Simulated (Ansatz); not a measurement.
The parent structure is PbI$_{2}$ in the 2H-MoS2 type structure (space group P6_3/mmc, No. 194; a = 4.273 Å, c = 14.362 Å; a hypothetical phase, not in the database extracts checked).

Perturbation: cell and atoms relaxed at a pressure of 0.3 GPa.

Levels (all Ansatz, a quantum-chemistry and plane-wave program, PAW, earlier PAW set): PBEsol-D3(BJ) (420 eV, scalar-relativistic without spin-orbit coupling); HSE06 (420 eV, scalar-relativistic without spin-orbit coupling).

The geometry is relaxed with PBEsol-D3(BJ).

* **PBEsol-D3(BJ) lowest conduction level above the VBM at special points**: K 1.26 eV; M 1.56 eV; H 1.69 eV; Γ 2.59 eV

Question: What does HSE06 give at this geometry for the lowest conduction level above the VBM at special points?

Answer: The lowest conduction level above the VBM at special points becomes K 1.84 eV; M 2.20 eV; H 2.28 eV; Γ 3.41 eV (PBEsol-D3(BJ): K 1.26 eV; M 1.56 eV; H 1.69 eV; Γ 2.59 eV).

Single points use the geometry relaxed with PBEsol-D3(BJ). HSE06 gaps are upper bounds (no full band path). The levels and masses belong to the bands next to the band gap. Load acts through the strain it causes; cell and atoms are relaxed under it. Whether these cells are dynamically stable was not tested.
